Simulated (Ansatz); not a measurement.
## MoTe2: pressure series

The reference is MoTe$_{2}$ in the 2H-MoS2 type structure (space group P6_3/mmc, No. 194; layered, stacked along the Cartesian z axis).

```
CELL_PARAMETERS angstrom
      3.49661     0.00000     0.00000
     -1.74831     3.02815     0.00000
      0.00000     0.00000    13.69583
ATOMIC_POSITIONS crystal
  Mo 0.33333 0.66667 0.75000
  Mo 0.66667 0.33333 0.25000
  Te 0.33333 0.66667 0.11732
  Te 0.66667 0.33333 0.61732
  Te 0.66667 0.33333 0.88268
  Te 0.33333 0.66667 0.38268
```

Cell and atoms are relaxed at each pressure.

Method: PBE-D3(BJ) in Ansatz (plane waves to 420 eV, PAW, no SOC).

Computed cases, in order: pressure −2 GPa; pressure −1 GPa; 0 GPa (base); pressure 0.9 GPa; pressure 4.5 GPa; pressure 9 GPa; pressure 15 GPa; pressure 22.5 GPa; pressure 30 GPa.

Question: Between which two neighbouring cases does the band gap open or close?

Answer: Between pressure 4.5 GPa (0.23 eV) and pressure 9 GPa (zero). The whole series: pressure −2 GPa: 0.80 eV; pressure −1 GPa: 0.68 eV; 0 GPa (base): 0.60 eV; pressure 0.9 GPa: 0.52 eV; pressure 4.5 GPa: 0.23 eV; pressure 9 GPa: zero; pressure 15 GPa: zero; pressure 22.5 GPa: zero; pressure 30 GPa: zero.

The mesh was chosen for an insulator and is coarse for the gapless case. Spin-orbit coupling, missing from the scalar runs, can matter with Te. Load acts through the strain it causes; cell and atoms are relaxed under it. Whether these cells are dynamically stable was not tested. No other phases were tried under pressure. All final runs are without spin polarisation. The D3 term's C6 switches between coordination references near this geometry, which can add small steps to energies. The zero or small gap of MoTe2 under pressure 4.5 GPa, MoTe2 under pressure 9 GPa, MoTe2 under pressure 15 GPa and MoTe2 under pressure 22.5 GPa can change with the level of theory.

Ansatz is a program for electronic structure.
